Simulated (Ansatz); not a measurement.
Start from Mg3Sb2 (space group P-3m1, No. 164; a = 4.596 Å, c = 7.272 Å).

Computed with PBE (Ansatz, a first-principles code), no spin-orbit coupling.

For the base:

| Property | Value |
|---|---|
| Lattice parameter a | 4.596 Å |
| Valence-band top at Γ | 0.00, -0.39, -0.39 eV |
| Hole mass | 0.061 mₑ along c, 1.1 mₑ across (at Γ) |

One thing is altered: cell and atoms relaxed at a pressure of 1.5 GPa.

Problem. What does the calculation give for the lattice parameter a after the change?

Solution. The lattice parameter a shrinks by 0.048 Å (4.596 Å → 4.548 Å).

Problem. How does this affect the valence-band top at Γ?

Solution. The valence-band top at Γ (three highest levels, from the VBM) goes from 0.00, -0.39, -0.39 eV to 0.00, -0.42, -0.42 eV.

Problem. Predict the new hole mass.

Solution. The hole mass goes from 0.061 mₑ along c, 1.1 mₑ across (at Γ) to 0.066 mₑ along c, 1.1 mₑ across (at Γ).

Spin-orbit coupling, missing from the scalar runs, can matter with Sb. The levels and masses belong to the bands next to the band gap. Load acts through the strain it causes; cell and atoms are relaxed under it. Masses are band curvatures over ±0.01 Å⁻¹ around the edge. Stability against distortions was not tested.
